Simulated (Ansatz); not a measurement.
Consider MgS in the rock salt structure (space group Fm-3m, No. 225; a = 5.203 Å). Axes: x, y, z lie along the cube axes.

Level of theory: DFT with r2SCAN, PAW potentials and a 500 eV plane-wave cutoff in Ansatz (an electronic-structure program), no spin-orbit coupling.

One thing is altered: every lattice vector is shortened by 2.00 %; the atoms relax in the strained cell.

Q: Predict the stress tensor and what it implies for the stiffness.

A: Stress of the strained cell less that of the base (GPa, compression positive):
```
   5.46    0.00    0.00
   0.00    5.46    0.00
   0.00    0.00    5.46
```

Then B = −ΔP/(ΔV/V₀) with ΔV/V₀ = -0.0588 gives secant stiffness values (nonlinear terms included at this strain): B ≈ 93 GPa.

As a check, the harmonic strain energy −½ V₀ Δσ:ε is 18 meV/atom; the computed energy rise is 17 meV/atom.

No phonon test of stability was made.
